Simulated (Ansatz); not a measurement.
Consider the following.

```yaml
crystal:
  lattice:
    - [0.00000, 2.17845, 2.17845]
    - [2.17845, 0.00000, 2.17845]
    - [2.17845, 2.17845, 0.00000]
  atoms:
    - { symbol: Si, position: [0.25000, 0.25000, 0.25000] }
    - { symbol: C, position: [0.00000, 0.00000, 0.00000] }
```

These are PBEsol, rigid bands (plane waves, PAW, scalar-relativistic; Ansatz, a program for electronic structure) values and carry that method's errors. Cell: cell and atoms relaxed with PBEsol.

### Question
What conductivity effective mass do dilute holes have at 300 K?

### Answer
0.68 mₑ.

### Question
What conductivity effective mass do dilute electrons have at 300 K?

### Answer
0.30 mₑ.

### Question
And the band gap?

### Answer
1.24 eV at this level; semilocal functionals usually fall short of the measured gap.

Rigid bands, one relaxation time for all states, no polarons. Spin-orbit coupling is left out; where it splits the top of the valence band it changes the hole mass and lowers the gap by about a third of the splitting.
